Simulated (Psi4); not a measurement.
Psi4 1.11, PBE/def2-svp: W(NMe)2(OH)2 (C[N]=[W]([OH])([OH])=[N]C), 15 atoms. The geometry is a generated start, not checked to be a minimum at this level.

```
Property                                             Result
--------------------------  -------------------------------
task                                                 energy
method                                                  pbe
basis                                              def2-svp
memory                                                 3 GB
maxiter                                                 100
keys of the molecule block                      symmetry c1
scf_type                                       df (default)
e_convergence                               1e-06 (default)
d_convergence                               1e-06 (default)
dft_radial_points                              75 (default)
dft_spherical_points                          302 (default)
effective core potentials   those of the basis set, past Kr
basis functions                                         156
grid points                                          323271
```

```xyz
15

W      0.2212     0.5755     0.8958
N     -1.3581    -0.1768     0.5178
C     -2.4696    -0.8651    -0.0424
H     -2.1429    -1.6007    -0.7916
H     -3.0355    -1.3960     0.7344
H     -3.1532    -0.1592    -0.5302
N      1.3758     0.2277    -0.4318
C      1.9766    -0.2706    -1.6226
H      2.5679    -1.1714    -1.4131
H      1.2138    -0.5267    -2.3735
H      2.6526     0.4743    -2.0624
O     -0.0306     2.5040     0.9340
H      0.0814     3.3349     0.4575
O      0.8998    -0.1530     2.5392
H      1.2007    -0.7967     3.1889
```

Charge 0 and multiplicity 1 are set for this test and not shown to be the ground state.

With the defaults (diis_max_vecs = 10, diis = true, scf_initial_accelerator = adiis, damping_percentage = 0, soscf = false, soscf_start_convergence = 0.01, guess = auto, which took SAD, level_shift = 0, level_shift_cutoff = 0.01) it converges in 13 SCF iterations. One run each on 2 threads, with these changes:
- soscf = true, soscf_start_convergence = 0.1
- guess = core
- scf_initial_accelerator = ediis
- soscf = true
- diis = false, scf_initial_accelerator = none, damping_percentage = 60
- guess = sadno
- diis_max_vecs = 3
- level_shift = 0.1, level_shift_cutoff = 0.001
- guess = modhuckel

Problem. Which of these changes keep the SCF from converging, or lead it to another solution?

Solution. No convergence: diis_max_vecs = 3; diis = false, scf_initial_accelerator = none, damping_percentage = 60 (the run ends without SCF convergence in 100 iterations). The rest reach the solution of the defaults.

```tsv
setting	SCF iterations	JK calls	end
soscf = true	12	38	same solution
the defaults	13	14	same solution
level_shift = 0.1, level_shift_cutoff = 0.001	13	14	same solution
scf_initial_accelerator = ediis	13	14	same solution
guess = modhuckel	16	47	same solution
guess = sadno	16	16	same solution
guess = core	18	18	same solution
soscf = true, soscf_start_convergence = 0.1	19	95	same solution
diis_max_vecs = 3	100	101	no convergence
diis = false, scf_initial_accelerator = none, damping_percentage = 60	100	101	no convergence
```

An SOSCF iteration holds several JK calls; a Hückel guess adds calls on atoms. 1 further run of the study ended by our limits or in an error and is left out.
